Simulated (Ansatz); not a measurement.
The parent structure is TlBr in the CsCl type structure (space group Pm-3m, No. 221; a = 4.053 Å).

Level of theory: plane-wave PAW DFT at the PBE level (Ansatz, a first-principles code, 420 eV), spin-orbit coupling left out.

Base values:

- Valley order: X along ⟨100⟩ 1.99 eV; R along ⟨111⟩ 2.35 eV

It is then changed as follows: every lattice vector is stretched by 0.50 %; the atoms relax in the strained cell.

What does the calculation give for the valley order after the change?

The valley order (the lowest conduction-band minima on the path, energy above the VBM, named in the base's zone) becomes X along ⟨100⟩ 2.03 eV; R along ⟨111⟩ 2.41 eV (base: X along ⟨100⟩ 1.99 eV; R along ⟨111⟩ 2.35 eV).

With Tl present, leaving out spin-orbit coupling can change the band edges. The levels and masses belong to the bands next to the band gap. Stability against distortions was not tested.
